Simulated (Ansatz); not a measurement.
Results of HSE06 (Ansatz, an electronic-structure program, PAW) for fluorite PbF2 (high-temperature phase).

Settings: plane-wave cutoff 460 eV, 8×8×8 k mesh, Fermi–Dirac smearing 0.01 eV, scalar-relativistic PAW data made under PBE.

The cell is scaled about its equilibrium volume:

```
V (Å³/atom)  P (GPa)  direct gap at Γ (eV)  smallest gap on the k mesh (eV)
-----------  -------  --------------------  -------------------------------
16.694          4.16                11.113                            5.692
17.134          1.94                10.908                            5.718
17.650         -0.29                10.675                            5.744
18.012         -1.64                10.516                            5.759
18.452         -3.09                10.328                            5.773
```

The fundamental gap (5.74 eV at the equilibrium volume, on the SCF mesh) lies elsewhere than Γ–Γ.

Spin–orbit coupling is not included; with these elements it can move the gap by several tenths of an eV or more.
